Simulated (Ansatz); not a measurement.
Structure of amorphous Ti20Si5N25 (periodic cell):

```
Ti4N5Si
1.0
    7.95982    -0.04069     0.31829
   -0.04069     7.95879     0.00009
    0.31829     0.00009     8.19339
Ti Si N
20 5 25
Direct
  0.30768   0.40047   0.94214
  0.96353   0.39373   0.83822
  0.34384   0.29490   0.27858
  0.78695   0.31371   0.50275
  0.26935   0.96637   0.32030
  0.56062   0.52958   0.35274
  0.85985   0.74682   0.79493
  0.97414   0.98534   0.52633
  0.97757   0.24586   0.20346
  0.54607   0.83586   0.69144
  0.55624   0.68836   0.03349
  0.71299   0.11953   0.81629
  0.87327   0.66699   0.42436
  0.07831   0.07531   0.85970
  0.20784   0.62733   0.22213
  0.20429   0.75837   0.89736
  0.25642   0.73742   0.55218
  0.78632   0.95513   0.10322
  0.66165   0.35022   0.06468
  0.40319   0.17048   0.65703
  0.37984   0.02587   0.02876
  0.14117   0.37416   0.54405
  0.57482   0.51141   0.70565
  0.59118   0.06891   0.37148
  0.89887   0.62290   0.11409
  0.44132   0.93651   0.48511
  0.28830   0.50777   0.43525
  0.14217   0.19149   0.41813
  0.35150   0.99044   0.82549
  0.21752   0.17449   0.07429
  0.66174   0.88853   0.90541
  0.09358   0.51359   0.02711
  0.77794   0.83447   0.58461
  0.80890   0.42982   0.26874
  0.86390   0.18938   0.99696
  0.96119   0.49974   0.58748
  0.08841   0.85933   0.70934
  0.51802   0.10187   0.17279
  0.54635   0.31153   0.82132
  0.33050   0.82499   0.10702
  0.19942   0.30405   0.73849
  0.44128   0.48390   0.13993
  0.90475   0.18185   0.67858
  0.53399   0.26828   0.45080
  0.70540   0.73414   0.22778
  0.97857   0.82888   0.01715
  0.77790   0.54981   0.95159
  0.39358   0.62337   0.78763
  0.08511   0.79954   0.37950
  0.81115   0.08275   0.34399
```

Method: PBE, scalar-relativistic without spin-orbit coupling (plane waves to 420 eV, PAW; Ansatz, an electronic-structure program). Neutral PBE cell, which sets geometry, pressure and energy: sampling: a 2×2×2 Γ-centred mesh; Fermi-Dirac width 0.1 eV; no spin polarisation, though the count of electrons is odd. The usual formal charges leave 25 electrons over, so the level spacing at the Fermi energy parts defect or band states and needn't be the band gap.

A CHGNet melt-quench gave the starting glass, which DFT then relaxed. N atoms were pushed apart under 1.9 Å during the dynamics, to hinder bonds among them. The hot cell started wider than the set density and was brought back towards it in steps. It is the lowest in DFT energy of 2 quenches. It is a model cell: composition and starting density were chosen by hand, and all elements were melted together. No dispersion term was used. Its density started from a set value of 4.66 and ended at 4.64 g/cm³. The quench (nominally 450 K/ps over its main leg) was far faster than any real one, so the model tends to hold more defects than a real film. Values belong to this one cell and scatter from quench to quench. Volume and shape were free in the relaxation.

### Question
Give the pressure, the energy against reference phases and the spacing of the highest filled and lowest empty levels.

### Answer

* **Pressure on a 2×2×2 Γ-centred mesh**: -0.01 GPa
* **Largest force and stress component on that mesh (the relaxation ran on one k-point at (1/4, 1/4, 1/4))**: 0.36 eV/Å and 0.3 GPa
* **Energy relative to rock-salt TiN + beta Si3N4 + TiSi2 (Fddd) (lowest mix at this level among the phases computed, not always the ambient ones)**: 0.420 eV/atom
* **Level spacing at the Fermi energy on a 2×2×2 Γ-centred mesh (PBE)**: within the smearing (under twice its width)

Cut-offs for bonds: Ti-Ti 3.12 Å, Ti-Si 2.78 Å, Ti-N 2.80 Å, Si-Si 2.60 Å, Si-N 2.18 Å, N-N 1.70 Å. Two cations that share two anions don't count as bonded, nor two that share one unless they lie closer than Ti-Ti 3.04 Å, Ti-Si 2.71 Å, Si-Si 2.38 Å.
